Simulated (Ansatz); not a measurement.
**What isotropic strain −1.00 % does to ZnSe**

Take ZnSe in the zinc blende structure (space group F-43m, No. 216; a = 5.633 Å) as the base.

Modification: every lattice vector is shortened by 1.00 %; the atoms relax in the strained cell.

Computed with PBEsol in Ansatz (plane waves to 420 eV, PAW, without spin-orbit coupling). Settings: 10×10×10 k-points, 0.05 eV Fermi–Dirac smearing.

- Volume per atom = 21.68 Å³ (base 22.35 Å³)
- Space group = F-43m (No. 216) (base F-43m (No. 216))
- Shortest interatomic distance = 2.415 Å (base 2.439 Å)
- Energy relative to the base (free energy F) = +4.3 meV/atom
- Pressure = 2.11 GPa (base 0.00 GPa)
- Band gap = 1.36 eV (base 1.24 eV)
- Gap character = direct at Γ (base direct at Γ)
- Mean gap deformation potential ΔEg/Δln V = -4.0 eV
- Width of the top valence band = 2.94 eV (base 2.79 eV)
- Electron mass = 0.097 mₑ (at Γ) (base 0.091 mₑ (at Γ))
- Hole mass (degenerate bands, along [100]) = 0.10, 0.55, 0.55 mₑ (at Γ) (base 0.096, 0.58, 0.58 mₑ (at Γ))
- Valley order (the lowest conduction-band minima on the path, energy above the VBM, named in the base's zone) = Γ 1.36 eV; L along ⟨111⟩ 2.53 eV; X along ⟨100⟩ 2.73 eV (base Γ 1.24 eV; L along ⟨111⟩ 2.48 eV; X along ⟨100⟩ 2.80 eV)

Final structure:

```
CELL_PARAMETERS angstrom
      0.00000     2.78850     2.78850
      2.78850     0.00000     2.78850
      2.78850     2.78850     0.00000
ATOMIC_POSITIONS crystal
  Zn 0.00000 0.00000 0.00000
  Se 0.25000 0.25000 0.25000
```

Masses are band curvatures over ±0.01 Å⁻¹ around the edge. No phonon test of stability was made.

Ansatz is a quantum-chemistry and plane-wave program.
